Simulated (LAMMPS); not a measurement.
Molecular dynamics of CdTe (zinc blende) with 75 % of Te sites Se, 4096 atoms, at 1020 K and 0 GPa, heated as the crystal.

Computed with classical MD, pair style sw, file CdTeZnSeHgS0.sw (LAMMPS).

| r (Å) | g(r), Cd-Se | g(r), Cd-Te |
|---|---|---|
| 2.180 | 0.000 | 0.000 |
| 2.220 | 0.002 | 0.000 |
| 2.260 | 0.004 | 0.000 |
| 2.300 | 0.035 | 0.000 |
| 2.340 | 0.121 | 0.000 |
| 2.380 | 0.422 | 0.003 |
| 2.420 | 1.05 | 0.026 |
| 2.460 | 2.19 | 0.089 |
| 2.500 | 3.92 | 0.294 |
| 2.540 | 5.95 | 0.873 |
| 2.580 | 7.92 | 1.65 |
| 2.620 | 9.05 | 3.07 |
| 2.660 | 9.13 | 5.09 |
| 2.700 | 8.27 | 6.61 |
| 2.740 | 6.65 | 7.91 |
| 2.780 | 4.91 | 8.21 |
| 2.820 | 3.27 | 7.40 |
| 2.860 | 1.97 | 6.42 |
| 2.900 | 1.10 | 4.86 |
| 2.940 | 0.573 | 3.35 |
| 2.980 | 0.290 | 2.12 |
| 3.020 | 0.137 | 1.37 |
| 3.060 | 0.055 | 0.730 |
| 3.100 | 0.028 | 0.389 |
| 3.140 | 0.008 | 0.200 |
| 3.180 | 0.005 | 0.096 |
| 3.220 | 0.001 | 0.051 |
| 3.260 | 0.000 | 0.020 |
| 3.300 | 0.000 | 0.010 |
| 3.340 | 0.000 | 0.007 |
| 3.380 | 0.000 | 0.000 |
| 3.420 | 0.000 | 0.001 |
| 3.460 | 0.000 | 0.000 |
| 3.500 | 0.000 | 0.000 |
| 3.540 | 0.000 | 0.000 |
| 3.580 | 0.000 | 0.000 |
| 3.620 | 0.000 | 0.000 |
| 3.660 | 0.000 | 0.000 |
| 3.700 | 0.000 | 0.000 |
| 3.740 | 0.000 | 0.000 |
| 3.780 | 0.000 | 0.000 |
| 3.820 | 0.000 | 0.000 |
| 3.860 | 0.000 | 0.000 |
| 3.900 | 0.000 | 0.000 |
| 3.940 | 0.000 | 0.000 |
| 3.980 | 0.000 | 0.000 |
| 4.020 | 0.000 | 0.000 |
| 4.060 | 0.000 | 0.000 |
| 4.100 | 0.000 | 0.000 |
| 4.140 | 0.001 | 0.000 |
| 4.180 | 0.000 | 0.002 |
| 4.220 | 0.001 | 0.003 |
| 4.260 | 0.004 | 0.005 |
| 4.300 | 0.007 | 0.008 |
| 4.340 | 0.009 | 0.012 |
| 4.380 | 0.014 | 0.016 |
| 4.420 | 0.031 | 0.043 |
| 4.460 | 0.045 | 0.048 |
| 4.500 | 0.078 | 0.068 |
| 4.540 | 0.131 | 0.136 |
| 4.580 | 0.205 | 0.191 |
| 4.620 | 0.291 | 0.294 |
| 4.660 | 0.438 | 0.456 |
| 4.700 | 0.609 | 0.588 |
| 4.740 | 0.867 | 0.831 |
| 4.780 | 1.16 | 1.14 |
| 4.820 | 1.49 | 1.42 |
| 4.860 | 1.85 | 1.83 |
| 4.900 | 2.27 | 2.15 |
| 4.940 | 2.69 | 2.59 |
| 4.980 | 3.09 | 2.95 |
| 5.020 | 3.41 | 3.28 |
| 5.060 | 3.71 | 3.51 |
| 5.100 | 3.83 | 3.70 |
| 5.140 | 3.85 | 3.65 |
| 5.180 | 3.72 | 3.70 |
| 5.220 | 3.54 | 3.42 |
| 5.260 | 3.20 | 3.22 |
| 5.300 | 2.86 | 2.87 |
| 5.340 | 2.45 | 2.56 |
| 5.380 | 2.06 | 2.17 |
| 5.420 | 1.63 | 1.72 |
| 5.460 | 1.28 | 1.37 |
| 5.500 | 0.953 | 1.09 |
| 5.540 | 0.711 | 0.870 |
| 5.580 | 0.512 | 0.601 |
| 5.620 | 0.365 | 0.417 |
| 5.660 | 0.250 | 0.313 |
| 5.700 | 0.161 | 0.198 |
| 5.740 | 0.100 | 0.129 |
| 5.780 | 0.062 | 0.086 |
| 5.820 | 0.038 | 0.052 |
| 5.860 | 0.022 | 0.029 |
| 5.900 | 0.014 | 0.020 |
| 5.940 | 0.008 | 0.013 |
| 5.980 | 0.007 | 0.009 |
| 6.020 | 0.010 | 0.009 |
| 6.060 | 0.013 | 0.016 |
| 6.100 | 0.023 | 0.018 |
| 6.140 | 0.044 | 0.037 |
| 6.180 | 0.072 | 0.050 |
| 6.220 | 0.116 | 0.091 |
| 6.260 | 0.177 | 0.138 |

Main features:
- state found: crystal; no diffusion seen in 30 ps
- first peak of g(r), Cd-Se: 2.65 Å, height 9.1
- coordination number of Cd by Se: 3.00 (counted to 3.70 Å)
- coordination number of Se by Cd: 4.00 (counted to 3.70 Å)
- first peak of g(r), Cd-Te: 2.78 Å, height 8.2

Caution: the random arrangement on this lattice is imposed, and need not be a phase that exists in equilibrium. Caution: a run this short can hold a crystal over, or a liquid under, the potential's melting point.
